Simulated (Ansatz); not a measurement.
**SiSe₂ (model structure, started from the rutile type, P4₂/mnm, No. 136, 6 atoms in the cell): equilibrium lattice constant a by level of theory**

No measured value is used here.

```tsv
level (code)	value (Å)
PBE (Ansatz)	6.138
PBEsol (Ansatz)	5.918
PBE-D3(BJ) (Ansatz)	(withheld)
```

### Question
Fill in the missing entries.

### Answer

- PBE-D3(BJ) (Ansatz, an electronic-structure program), value (Å): 5.899

Ansatz's density-functional and Hartree–Fock values are scalar-relativistic unless marked +SOC, with PAW data made under PBE.

A model structure was made by putting elements into a prototype or built by hand; it is no filed structure, need not be a known phase, and can be a saddle point held by its symmetry.
